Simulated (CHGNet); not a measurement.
**Cubic perovskite KZnF3**

Level of theory: the machine-learned potential CHGNet-r²SCAN (trained on r²SCAN data).

Cell (relaxed at this level):

```xyz
5
Lattice="4.0484 0.0000 0.0000 0.0000 4.0484 0.0000 0.0000 0.0000 4.0484" Properties=species:S:1:pos:R:3 pbc="T T T"
K      0.0000     0.0000     0.0000
Zn     2.0242     2.0242     2.0242
F      2.0242     0.0000     2.0242
F      0.0000     2.0242     2.0242
F      2.0242     2.0242     0.0000
```

```yaml
equilibrium_lattice_constant_a: 4.048 Å
volume_per_atom: 13.27 Å³/atom
```

Measured, for comparison: lattice constant a 4.055 Å, equilibrium volume per atom 13.34 Å³/atom (room temperature, no zero-point or thermal correction; as tabulated in Dubrovin et al. (2021), arXiv:2110.13026). Computed (rounded) less measured: lattice constant a -0.2 %, equilibrium volume per atom -0.5 %. A static lattice is as a rule a little smaller and stiffer than an uncorrected measurement, which narrows the difference in the equilibrium volume per atom and would widen misses of the other sign.

A machine-learned potential is trained on density-functional data: it inherits that level's misses and adds fitting errors of its own.
